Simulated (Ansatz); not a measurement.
## Fermi-surface data of LaBi (Fm-3m)

Consider the following.

```
BiLa
1.0
    0.00000     3.27848     3.27848
    3.27848     0.00000     3.27848
    3.27848     3.27848     0.00000
La Bi
1 1
Cartesian
  3.27848   3.27848   3.27848
  0.00000   0.00000   0.00000
```

All values below come from PBEsol, rigid bands (plane waves, PAW, scalar-relativistic; Ansatz, a first-principles code). How the cell was made: cell and atoms relaxed with PBEsol.

```
Property                                                          Result
------------------------------------  ----------------------------------
density of states at the Fermi level  0.275 states/(eV·cell), both spins
bare Sommerfeld coefficient                    0.32 mJ/(mol of atoms·K²)
Drude plasma energy                                              1.64 eV
root-mean-square Fermi velocity                                5.1e5 m/s
resistivity times τ                                     182 ×10⁻²² Ω·m·s
```

A metal at this level (no band gap); rigid bands, thermally averaged at 300 K, both spins. Spin-orbit coupling is left out, which matters with elements this heavy. τ is one relaxation time for all states.

Formula and space group known from diffraction (Crystallography Open Database), not checked to be the room-temperature form: LaBi (Fm-3m).
